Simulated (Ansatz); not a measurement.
Take SiC in the zinc blende structure (space group F-43m, No. 216; a = 4.3798 Å) as the base.

Level of theory: PBE (Ansatz, a quantum-chemistry and plane-wave program; PAW; 420 eV plane waves; no SOC).

For the base:

| Item | Value |
|---|---|
| Density | 3.17 g/cm³ |
| Smallest direct gap | 4.53 eV |

The change: hydrostatic tension (pressure −2 GPa).

Q: How does this affect the density and smallest direct gap?

A: The density drops by 0.03 g/cm³, from 3.17 g/cm³ to 3.14 g/cm³; the smallest direct gap shrinks by 0.01 eV, from 4.53 eV to 4.52 eV.

Load acts through the strain it causes; cell and atoms are relaxed under it. No phonon test of stability was made.
